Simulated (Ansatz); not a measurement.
Base system: Li2Se in the anti-fluorite structure (space group Fm-3m, No. 225).

```
Li2Se
1.0
    0.00000     2.97241     2.97241
    2.97241     0.00000     2.97241
    2.97241     2.97241     0.00000
Li Se
2 1
Direct
  0.25000   0.25000   0.25000
  0.75000   0.75000   0.75000
  0.00000   0.00000   0.00000
```

Cartesian axes are those of the cell as printed.

Level of theory: Ansatz (a first-principles code), PBEsol, PAW, cutoff 420 eV, without spin-orbit coupling.

Base values:

```
Quantity           Result
---------------  --------
Pressure         0.00 GPa
Band gap          2.82 eV
Volume per atom  17.51 Å³
```

One thing is altered: compressive biaxial strain of 0.42 % in the plane normal to [111], as in epitaxy on a mismatched substrate; the out-of-plane cell vector and the atoms relax.

Task: What does the calculation give for the pressure, band gap and volume per atom after the change?

Result: The pressure (mean of the normal stresses, compression positive) goes from zero to 0.23 GPa; the band gap decreases by 0.015 eV to 2.80 eV; the volume per atom decreases by 0.11 Å³ (17.51 Å³ → 17.40 Å³).

Stability against distortions was not tested.
